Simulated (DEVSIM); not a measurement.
Structure: illuminated Si p-on-n cell, one wavelength, with a back-surface field, at 300 K.

```
layer (left to right)  material  thickness (μm)  Nd (cm⁻³)  Na (cm⁻³)  τn (s)  τp (s)  absorption coefficient (cm⁻¹)
---------------------  --------  --------------  ---------  ---------  ------  ------  -----------------------------
1                            Si           0.230          -     6.1e18  1.8e-6  3.2e-5                          27000
2                            Si             270     2.9e16          -  6.5e-5  6.5e-5                          27000
3                            Si           0.160     3.7e18          -  6.5e-5  6.5e-5                          27000
```

Left contact: ohmic, minority electron recombination velocity 30 cm/s. Right contact: ohmic, minority hole recombination velocity 2e6 cm/s. Voltage is applied to the left contact. Recombination: SRH at mid-gap, radiative, Auger. Light enters at the left, 2.5e18 photons cm⁻² s⁻¹, one pass, no reflection. Mobility is μmin + (μ − μmin)/(1 + (N/Nref)^α).

The device is made up for the run: typed textbook-type constants, with dimensions and the other settings drawn at random. Values at 300 K.

| parameter | Si |
|---|---|
| gap (eV) | 1.124 |
| affinity (eV) | 4.05 |
| permittivity | 11.7 |
| Nc (cm⁻³) | 2.86e19 |
| Nv (cm⁻³) | 3.1e19 |
| μn (cm²/Vs) | 1417 |
| μp (cm²/Vs) | 470 |
| μn,min | 52 |
| μp,min | 45 |
| Nref,n | 9.7e16 |
| Nref,p | 2.2e17 |
| αn | 0.68 |
| αp | 0.72 |
| B (cm³/s) | 4.7e-15 |
| Cn (cm⁶/s) | 2.8e-31 |
| Cp (cm⁶/s) | 9.9e-32 |

Model (solved in DEVSIM): 1D drift-diffusion, Boltzmann statistics, complete ionisation; no tunnelling, impact ionisation, image-force lowering or self-heating.

The photon flux was swept, all else fixed.

| photon flux (cm^-2 s^-1) | short-circuit current (mA/cm²) | fill factor | open-circuit voltage (V) | largest power (mW/cm²) |
|---|---|---|---|---|
| 7.5e16 | 12.0 | 0.84 | 0.632 | 6.33 |
| 2.5e17 | 40.0 | 0.84 | 0.664 | 22.3 |
| 7.5e17 | 120 | 0.84 | 0.693 | 69.9 |
| 2.5e18 | 400 | 0.84 | 0.726 | 245 |
| 7.5e18 | 1200 | 0.84 | 0.758 | 765 |
| 2.5e19 | 4000 | 0.83 | 0.798 | 2640 |
| 7.5e19 | 12000 | 0.81 | 0.834 | 8070 |

From the first row to the last the short-circuit current goes from 12.0 to 12000. From the first row to the last the fill factor goes from 0.84 to 0.81.
